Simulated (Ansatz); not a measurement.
**A computed series for ZnS: response to strain**

The parent structure is ZnS in the wurtzite structure (space group P6_3mc, No. 186; a = 3.738 Å, c = 6.143 Å).

Strains are applied to the cell and any free atomic positions relax.

Computed with LDA (Ansatz, a quantum-chemistry and plane-wave program; PAW; 420 eV plane waves; no spin-orbit coupling).

Notes on the quantities. energy relative to the base: free energy F; pressure: mean of the normal stresses, compression positive.

```tsv
change	width of the top valence band	energy relative to the base	shortest interatomic distance	pressure
base	2.37 eV	0 meV/atom	4.334 bohr	0.00 GPa
isotropic strain −3.00 %	2.71 eV	+45 meV/atom	4.203 bohr	…
isotropic strain −2.40 %	…	+28 meV/atom	4.230 bohr	7.37 GPa
isotropic strain −1.80 %	2.57 eV	+15 meV/atom	4.257 bohr	…
isotropic strain −1.20 %	2.50 eV	+6.7 meV/atom	4.282 bohr	…
isotropic strain −0.60 %	2.43 eV	+1.6 meV/atom	4.308 bohr	1.62 GPa
```

What belongs in the blanks?


- isotropic strain −3.00 %, pressure: 9.63 GPa
- isotropic strain −2.40 %, width of the top valence band: 2.64 eV
- isotropic strain −1.80 %, pressure: 5.29 GPa
- isotropic strain −1.20 %, pressure: 3.38 GPa

The levels and masses belong to the bands next to the band gap. Stability against distortions was not tested.
